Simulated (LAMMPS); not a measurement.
Symmetric tilt boundaries about [001] in Si (diamond structure) at 0 K, each the lowest of many starting structures.

Computed with classical force field (static), pair style meam/spline, file Si_2.meam.spline (LAMMPS).

```csv
rotation (°),energy,Σ,excess volume,plane
14.3,0.714 J/m²,65,-0.30 Å,(810)
16.3,0.738 J/m²,25,-0.28 Å,(710)
18.9,0.734 J/m²,37,-0.11 Å,(610)
22.6,0.732 J/m²,13,-0.23 Å,(510)
28.1,0.711 J/m²,17,-0.13 Å,(410)
36.9,0.547 J/m²,5,0.02 Å,(310)
46.4,0.665 J/m²,29,-0.10 Å,(730)
53.1,0.535 J/m²,5,-0.09 Å,(210)
67.4,0.637 J/m²,13,-0.25 Å,(320)
79.6,0.508 J/m²,61,-0.31 Å,(650)
```
